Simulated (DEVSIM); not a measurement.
Device: Si p+/n-/n+ power diode, at 300 K.

```tsv
layer (left to right)	material	thickness (μm)	Nd (cm⁻³)	Na (cm⁻³)	τn (s)	τp (s)
1	Si	3.10	-	2.7e18	8.4e-6	8.4e-6
2	Si	31.0	2.2e15	-	8.4e-6	8.4e-6
3	Si	4.90	3.6e18	-	8.4e-6	8.4e-6
```

Left contact: ohmic. Right contact: ohmic. Voltage is applied to the left contact. Recombination: SRH at mid-gap, radiative, Auger. Gap narrowing is on: ΔEg = 6.92 meV × (l + √(l² + 0.5)), l = ln(N/1.3e17 cm⁻³), shared equally by both band edges. Mobility is μmin + (μ − μmin)/(1 + (N/Nref)^α).

The device is made up for the run: typed textbook-type constants, with dimensions and the other settings drawn at random. Values at 300 K.

| parameter | Si |
|---|---|
| gap (eV) | 1.124 |
| affinity (eV) | 4.05 |
| permittivity | 11.7 |
| Nc (cm⁻³) | 2.86e19 |
| Nv (cm⁻³) | 3.1e19 |
| μn (cm²/Vs) | 1417 |
| μp (cm²/Vs) | 470 |
| μn,min | 52 |
| μp,min | 45 |
| Nref,n | 9.7e16 |
| Nref,p | 2.2e17 |
| αn | 0.68 |
| αp | 0.72 |
| B (cm³/s) | 4.7e-15 |
| Cn (cm⁶/s) | 2.8e-31 |
| Cp (cm⁶/s) | 9.9e-32 |

Model (solved in DEVSIM): 1D drift-diffusion, Boltzmann statistics, complete ionisation; no tunnelling, impact ionisation, image-force lowering or self-heating.

**Question.** Give the dark reverse current.

**Answer.** 
```json
[
 {"V (V)": "-1.00", "J (A/cm²)": "-5.0e-9"},
 {"V (V)": "-2.50", "J (A/cm²)": "-9.2e-9"},
 {"V (V)": "-5.00", "J (A/cm²)": "-1.4e-8"},
 {"V (V)": "-7.50", "J (A/cm²)": "-1.8e-8"},
 {"V (V)": "-10.00", "J (A/cm²)": "-2.1e-8"},
 {"V (V)": "-15.00", "J (A/cm²)": "-2.7e-8"},
 {"V (V)": "-20.00", "J (A/cm²)": "-3.2e-8"},
 {"V (V)": "-25.00", "J (A/cm²)": "-3.6e-8"},
 {"V (V)": "-32.50", "J (A/cm²)": "-4.1e-8"},
 {"V (V)": "-40.00", "J (A/cm²)": "-4.6e-8"},
 {"V (V)": "-50.00", "J (A/cm²)": "-5.3e-8"}
]
```
